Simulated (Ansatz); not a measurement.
Base system: HfO₂ in the fluorite structure (space group Fm-3m, No. 225; a = 5.0585 Å).

All numbers come from r2SCAN, PAW, 500 eV (Ansatz, a quantum-chemistry and plane-wave program; no spin-orbit coupling).

Base values:

The band gap comes out as 4.30 eV and the width of the top valence band is 1.90 eV.

Perturbation: an isotropic linear strain of −1.37 %, atoms relaxed at fixed cell.

### Question
What does the calculation give for the band gap after the change?

### Answer
The band gap grows by 0.11 eV, from 4.30 eV to 4.41 eV.

### Question
How does this affect the width of the top valence band?

### Answer
The width of the top valence band grows by 0.05 eV (1.90 eV → 1.95 eV).

With Hf present, leaving out spin-orbit coupling can change the band edges. No phonon test of stability was made. This is not the structure that HfO2 has at room temperature and ambient pressure.
